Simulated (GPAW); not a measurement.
Input and output of a self-consistent single point for GaCuSe2 (I-42d, 8 atoms in the cell) (GPAW).

Computed with PBE, GPAW PAW datasets PBE (gpaw-data 1.0.1) (plane waves; GPAW).

The change in words: lattice scaled by 0.98. Reference geometry:
```xyz
8
Lattice="-2.8224 2.8224 5.5968 2.8224 -2.8224 5.5968 2.8224 2.8224 -5.5968" Properties=species:S:1:pos:R:3 pbc="T T T"
Ga     2.8224     0.0000     2.7984
Ga     0.0000     0.0000     5.5968
Cu     0.0000     2.8224     2.7984
Cu     0.0000     0.0000     0.0000
Se     1.4112     1.3899    -1.3992
Se     1.3899     4.2336     1.3992
Se     1.4112     1.4325     4.1976
Se     1.4325    -1.4112     6.9960
```

Reference input (self-consistent single point, DFT PBE, plane waves, GPAW PAW datasets PBE (gpaw-data 1.0.1)): mode = pw; ecut = 800 eV; xc = PBE; kpts = 3 3 3; mesh shift (steps) = 0 0 0; occupations.name = methfessel-paxton; occupations.width = 0.1 eV; occupations.order = 0; nbands = -4; convergence.forces = 0.001 eV/Å; convergence.bands = -2; symmetry.symmorphic = false. This run's input differs from it in these lines:

```diff
@@ -5,5 +5,5 @@
 atoms = Atoms(['Ga', 'Ga', 'Cu', 'Cu', 'Se', 'Se', 'Se', 'Se'],
-              cell=[[-2.822380, 2.822380, 5.596834],
-                    [2.822380, -2.822380, 5.596834],
-                    [2.822380, 2.822380, -5.596834]],
+              cell=[[-2.765932, 2.765932, 5.484897],
+                    [2.765932, -2.765932, 5.484897],
+                    [2.765932, 2.765932, -5.484897]],
               scaled_positions=[[0.250000, 0.750000, 0.500000],
```

Output, abridged:

```
     iter     time        total  log10-change:
                         energy   eigst   dens  force
iter:   1 --:--:--   -32.120429   +0.48
iter:   2 --:--:--   -31.640384   -1.14  -1.18
iter:   3 --:--:--   -30.904252   -0.68  -1.19
iter:   4 --:--:--   -30.932352   -1.25  -1.30
iter:   5 --:--:--   -30.810714   -1.19  -1.43
iter:   6 --:--:--   -31.435272   -1.01  -1.72
iter:   7 --:--:--   -31.239338   -0.38  -1.68
iter:   8 --:--:--   -30.781487   -1.80  -1.94
iter:   9 --:--:--   -30.783464   -1.54  -2.33
iter:  10 --:--:--   -30.775243c  -2.87  -2.42
iter:  11 --:--:--   -30.772215c  -3.75  -2.42
   [... lines left out ...]
iter:  30 --:--:--   -30.749675c  -5.57  -3.59
iter:  31 --:--:--   -30.749641c  -6.15  -3.57
iter:  32 --:--:--   -30.749620c  -5.42  -3.66
iter:  33 --:--:--   -30.749620c  -6.02  -3.77
iter:  34 --:--:--   -30.749618c  -6.70  -4.01c
iter:  35 --:--:--   -30.749616c  -6.47  -4.16c
iter:  36 --:--:--   -30.749616c  -7.19  -4.29c
iter:  37 --:--:--   -30.749616c  -7.76c -4.37c
iter:  38 --:--:--   -30.749616c  -6.89  -4.39c
iter:  39 --:--:--   -30.749616c  -7.85c -4.45c -2.50
iter:  40 --:--:--   -30.749616c  -7.03  -4.67c
iter:  41 --:--:--   -30.749616c  -7.90c -5.06c -2.88
iter:  42 --:--:--   -30.749616c  -8.10c -5.10c -3.94c
Converged after 42 iterations.

Dipole moment: (0.833657, -0.833657, -0.000000) |e|*Ang

Energy contributions relative to reference atoms: (reference = -460226.375262)

Kinetic:        +65.411459
Potential:      -60.340724
External:        +0.000000
XC:             -35.934386
Entropy (-ST):   -0.000112
Local:           +0.114092
SIC:             +0.000000
--------------------------
Free energy:    -30.749672
Extrapolated:   -30.749616

Showing only first 2 kpts
 Kpt  Band  Eigenvalues  Occupancy
  0    24      5.69868    1.99997
  0    25      5.80322    1.99298
  0    26      6.18425    0.00708
  0    27      7.66134    0.00000

  1    24      5.04592    2.00000
  1    25      5.42820    2.00000
  1    26      7.63897    0.00000
  1    27      7.83704    0.00000

Fermi level: 5.99384

Gap: 0.381 eV
Transition (v -> c):
   [... lines left out ...]
  2 Cu    0.00000    0.00000    0.00000
  3 Cu    0.00000    0.00000    0.00000
  4 Se    0.00000   -0.25008    0.00000
  5 Se   -0.25008   -0.00000    0.00000
  6 Se    0.00000    0.25008    0.00000
  7 Se    0.25008    0.00000    0.00000

Stress tensor:
    -0.039883     0.000000     0.000000
     0.000000    -0.039883     0.000000
     0.000000     0.000000    -0.038792
Stress (GPa, Voigt): [-6.3899 -6.3899 -6.2152  0.      0.      0.    ]
```

The run converged in 42 iterations. GPAW prints stress with tension positive. Against the reference run the free energy rises by 32.1 meV/atom, the pressure goes from 1.52 to 6.33 GPa, the largest force goes from 0.144 to 0.250 eV/Å and the gap on the mesh goes from 0.112 to 0.381 eV.

The starting cell comes from a database of computed structures (which also holds hypothetical and non-ambient phases and stackings), without a prior relaxation at this level. Its lattice was rescaled by a random factor within 2.5 % of one. For this run, on top of that: lattice scaled by 0.98. With a pressure of about 6 GPa the cell is away from its equilibrium volume at this level.

Cost on one core of a shared machine: roughly 3 min.
